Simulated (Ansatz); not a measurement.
The parent structure is KBr in the rock salt structure (space group Fm-3m, No. 225; a = 6.549 Å).

Structures relaxed with PBEsol, PAW, 420 eV (Ansatz, a program for electronic structure; without spin-orbit coupling).

Base:

Simulated powder pattern, Mo Kα, λ = 0.71073 Å (kinematic, ideal powder, no thermal factors, no anomalous dispersion; the 14 strongest lines at most, above 2 %, up to 2θ = 40°):

| 2θ (°) | I/Imax (%) | hkl |
|---|---|---|
| 10.79 | 20 | (111) |
| 12.46 | 100 | (200) |
| 17.66 | 78 | (220) |
| 20.74 | 12 | (311) |
| 21.67 | 29 | (222) |
| 25.07 | 14 | (400) |
| 27.36 | 6.1 | (331) |
| 28.09 | 39 | (420) |
| 30.83 | 29 | (422) |
| 32.75 | 4.9 | (511) |
| 35.75 | 8.9 | (440) |
| 37.45 | 4.9 | (531) |
| 38.00 | 18 | (442) |

Modification: an isotropic linear strain of −3.00 %, atoms relaxed at fixed cell.

Task: Predict the new powder pattern.

Result: 
Simulated powder pattern, Mo Kα, λ = 0.71073 Å (kinematic, ideal powder, no thermal factors, no anomalous dispersion; the 14 strongest lines at most, above 2 %, up to 2θ = 40°):

| 2θ (°) | d (Å) | I/Imax (%) | hkl |
|---|---|---|---|
| 11.12 | 3.668 | 20 | (111) |
| 12.85 | 3.176 | 100 | (200) |
| 18.21 | 2.246 | 78 | (220) |
| 21.38 | 1.915 | 12 | (311) |
| 22.35 | 1.834 | 28 | (222) |
| 25.86 | 1.588 | 14 | (400) |
| 28.23 | 1.457 | 6.1 | (331) |
| 28.98 | 1.420 | 38 | (420) |
| 31.81 | 1.297 | 28 | (422) |
| 33.80 | 1.223 | 4.9 | (333) |
| 36.90 | 1.123 | 8.7 | (440) |
| 38.65 | 1.074 | 4.7 | (531) |
| 39.22 | 1.059 | 18 | (442) |

The indices refer to the base's conventional cell; one index is shown for lines that coincide.

Whether these cells are dynamically stable was not tested.
